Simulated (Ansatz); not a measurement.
## Ru₃Si (model structure, started from the D03 type, Fm-3m, No. 225, 4 atoms in the cell)

Computed with PBE-D3(BJ) (Ansatz, an electronic-structure program, PAW).

Settings: plane-wave cutoff 500 eV, 12×12×12 k mesh, Fermi–Dirac smearing 0.05 eV, no spin polarisation, scalar-relativistic PAW data made under PBE.

Cell (relaxed at this level):

```
Ru3Si
1.0
    0.00000     2.98130     2.98130
    2.98130     0.00000     2.98130
    2.98130     2.98130     0.00000
Si Ru
1 3
Direct
  0.00000   0.00000   0.00000
  0.50000   0.50000   0.50000
  0.25000   0.25000   0.25000
  0.75000   0.75000   0.75000
```

| Quantity | Result |
|---|---|
| band gap | zero (no gap) |

Note: the relaxation could raise the start's symmetry but not lower it, so the cell can be a saddle point.

Spin–orbit coupling is not included.

The computed numbers hold no vibrational or temperature effects.

A model structure was made by putting elements into a prototype or built by hand; it is no filed structure, need not be a known phase, and can be a saddle point held by its symmetry.
